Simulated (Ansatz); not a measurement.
**AlCl3 (C2/m, No. 12): band gap by level of theory**

No measured value is used here.

```csv
level (code),value (eV)
PBEsol (Ansatz),5.15 (indirect)
dielectric-dependent PBEsol hybrid (Ansatz),7.97 (indirect)
HSE06 (Ansatz),…
PBE0 (Ansatz),7.45 (indirect)
```

Problem. Fill in the missing entries.

Solution. 
- HSE06 (Ansatz, a program for electronic structure), value (eV): 6.69 (indirect)

Computed values are for a static lattice.  Values are at the measured cell. Cutoffs and k meshes differ between the levels. Ansatz's density-functional and Hartree–Fock values are scalar-relativistic unless marked +SOC, with PAW data made under PBE.
